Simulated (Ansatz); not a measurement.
Defect: F-vacancy pair (F on one host O site, one O site vacant) in monoclinic HfO2, charge state +3. Level of theory: PBE, PAW (plane waves to 420 eV; Ansatz, a first-principles code).

Cell of 96 host sites held at the relaxed PBE lattice; the Γ point alone; Fermi-Dirac width 0.01 eV, spin-restricted; finite-size errors left in. Energies are static. Spin-orbit coupling is left out. The charge state is imposed; whether it is stable for some Fermi level was not computed. Forms of the defect that were not tried may lie lower.

Barriers: single points on a 2×2×2 k-point mesh shifted by half a step at the bands' geometries.

Relaxed starting cell (atoms counted from 1):

```
CELL_PARAMETERS angstrom
     10.32305     0.00000     0.00000
      0.00000    10.42402     0.00000
     -1.79660     0.00000    10.55307
ATOMIC_POSITIONS crystal
  Hf 0.14538 0.23972 0.34661
  Hf 0.13784 0.22888 0.85507
  Hf 0.13639 0.73038 0.35441
  Hf 0.13740 0.73182 0.85145
  Hf 0.63383 0.23095 0.35195
  Hf 0.63826 0.22966 0.85273
  Hf 0.63782 0.72288 0.35305
  Hf 0.63425 0.72932 0.85736
  Hf 0.36277 0.27056 0.14245
  Hf 0.36520 0.27803 0.64606
  Hf 0.36220 0.76952 0.14571
  Hf 0.36520 0.76936 0.64544
  Hf 0.86257 0.27007 0.14456
  Hf 0.86312 0.26846 0.64395
  Hf 0.86122 0.76897 0.14434
  Hf 0.85026 0.75344 0.65595
  Hf 0.36133 0.48214 0.39368
  Hf 0.36067 0.47960 0.89548
  Hf 0.36481 0.97679 0.39305
  Hf 0.36367 0.97749 0.89903
  Hf 0.86298 0.47615 0.39555
  Hf 0.86367 0.47457 0.89690
  Hf 0.84322 0.97985 0.37855
  Hf 0.86202 0.97984 0.89500
  Hf 0.13731 0.01963 0.10369
  Hf 0.16446 0.02892 0.61522
  Hf 0.13681 0.52474 0.10145
  Hf 0.13681 0.52255 0.60195
  Hf 0.63495 0.02262 0.09875
  Hf 0.63821 0.02272 0.60591
  Hf 0.63769 0.51959 0.10316
  Hf 0.63621 0.51637 0.60326
  F  0.02850 0.07342 0.43566
  O  0.03171 0.09018 0.92833
  O  0.03316 0.58420 0.42171
  O  0.02986 0.59176 0.92202
  O  0.53854 0.08122 0.42250
  O  0.53324 0.08570 0.92196
  O  0.53341 0.58382 0.42311
  O  0.53211 0.58554 0.92509
  O  0.46550 0.41435 0.07460
  O  0.46533 0.41670 0.57341
  O  0.46585 0.91356 0.07553
  O  0.46590 0.91553 0.57527
  O  0.96923 0.41094 0.07408
  O  0.96724 0.41310 0.57625
  O  0.96773 0.90848 0.07092
  O  0.46300 0.33480 0.32501
  O  0.46774 0.33831 0.82390
  O  0.46957 0.83418 0.32724
  O  0.46414 0.83308 0.82700
  O  0.96667 0.32837 0.32882
  O  0.96827 0.33438 0.82235
  O  0.96559 0.84231 0.33185
  O  0.96999 0.85087 0.80549
  O  0.03057 0.15496 0.18410
  O  0.03266 0.14882 0.67247
  O  0.03219 0.66521 0.17571
  O  0.03227 0.67518 0.66463
  O  0.53257 0.16568 0.17144
  O  0.53438 0.16620 0.67132
  O  0.53437 0.66261 0.17611
  O  0.53580 0.66403 0.67385
  O  0.22465 0.37643 0.48728
  O  0.22312 0.37154 0.98747
  O  0.22027 0.87757 0.49046
  O  0.22321 0.87068 0.98771
  O  0.72416 0.36704 0.48867
  O  0.72532 0.37124 0.98791
  O  0.75361 0.86896 0.49784
  O  0.72462 0.87151 0.98918
  O  0.27459 0.12784 0.00975
  O  0.27198 0.13447 0.50833
  O  0.27448 0.62890 0.00998
  O  0.27520 0.63237 0.50925
  O  0.77577 0.12902 0.00918
  O  0.78075 0.12322 0.50820
  O  0.77537 0.62810 0.01149
  O  0.77259 0.62195 0.51135
  O  0.27677 0.12110 0.26056
  O  0.28237 0.12413 0.76106
  O  0.27365 0.62086 0.25933
  O  0.27119 0.62336 0.75986
  O  0.77122 0.12135 0.25563
  O  0.77527 0.12079 0.75915
  O  0.77639 0.62107 0.26206
  O  0.77559 0.61994 0.76269
  O  0.22106 0.37718 0.23750
  O  0.22398 0.37868 0.73683
  O  0.22651 0.87733 0.23950
  O  0.22669 0.88222 0.73876
  O  0.72667 0.37719 0.23787
  O  0.72683 0.37746 0.73797
  O  0.71981 0.87868 0.23781
  O  0.72025 0.87651 0.74005
```
Cell charge +3.

End state 1 differs by these moves (Å; atoms that move under 0.08 Å are left out):

```json
[
 {"atom": "4", "element": "Hf", "Δx": "0.04", "Δy": "-0.05", "Δz": "0.07"},
 {"atom": "7", "element": "Hf", "Δx": "-0.10", "Δy": "-0.07", "Δz": "-0.15"},
 {"atom": "10", "element": "Hf", "Δx": "-0.09", "Δy": "-0.03", "Δz": "-0.01"},
 {"atom": "16", "element": "Hf", "Δx": "0.21", "Δy": "0.13", "Δz": "0.03"},
 {"atom": "23", "element": "Hf", "Δx": "0.17", "Δy": "0.00", "Δz": "0.06"},
 {"atom": "26", "element": "Hf", "Δx": "-0.24", "Δy": "-0.12", "Δz": "-0.03"},
 {"atom": "30", "element": "Hf", "Δx": "-0.12", "Δy": "0.10", "Δz": "0.06"},
 {"atom": "33", "element": "F", "Δx": "0.06", "Δy": "0.16", "Δz": "-0.16"},
 {"atom": "37", "element": "O", "Δx": "-0.07", "Δy": "0.03", "Δz": "0.04"},
 {"atom": "47", "element": "O", "Δx": "-0.04", "Δy": "0.07", "Δz": "0.04"},
 {"atom": "54", "element": "O", "Δx": "0.08", "Δy": "0.03", "Δz": "-0.13"},
 {"atom": "55", "element": "O", "Δx": "-0.04", "Δy": "-0.13", "Δz": "0.26"},
 {"atom": "56", "element": "O", "Δx": "0.04", "Δy": "0.06", "Δz": "-0.05"},
 {"atom": "57", "element": "O", "Δx": "-0.02", "Δy": "0.12", "Δz": "-0.03"},
 {"atom": "59", "element": "O", "Δx": "0.03", "Δy": "-0.12", "Δz": "0.14"},
 {"atom": "61", "element": "O", "Δx": "-0.09", "Δy": "0.00", "Δz": "0.07"},
 {"atom": "62", "element": "O", "Δx": "-0.05", "Δy": "-0.06", "Δz": "-0.06"},
 {"atom": "68", "element": "O", "Δx": "0.03", "Δy": "0.07", "Δz": "-0.02"},
 {"atom": "70", "element": "O", "Δx": "1.83", "Δy": "0.47", "Δz": "0.68"},
 {"atom": "73", "element": "O", "Δx": "-0.09", "Δy": "-0.06", "Δz": "0.02"},
 {"atom": "77", "element": "O", "Δx": "-0.11", "Δy": "-0.04", "Δz": "0.00"},
 {"atom": "79", "element": "O", "Δx": "-0.12", "Δy": "0.45", "Δz": "-0.04"},
 {"atom": "81", "element": "O", "Δx": "-0.10", "Δy": "-0.05", "Δz": "-0.01"},
 {"atom": "84", "element": "O", "Δx": "0.07", "Δy": "0.00", "Δz": "0.04"},
 {"atom": "94", "element": "O", "Δx": "-0.03", "Δy": "-0.01", "Δz": "0.21"},
 {"atom": "95", "element": "O", "Δx": "0.06", "Δy": "0.04", "Δz": "-0.13"}
]
```

Question: What forward and backward barriers to end state 1 does PBE, PAW give?

Answer: forward 0.90 eV, backward 0.090 eV; at the saddle point atom 70 has neighbours Hf at 1.98, Hf at 2.00 Å. The saddle point's order was not checked.
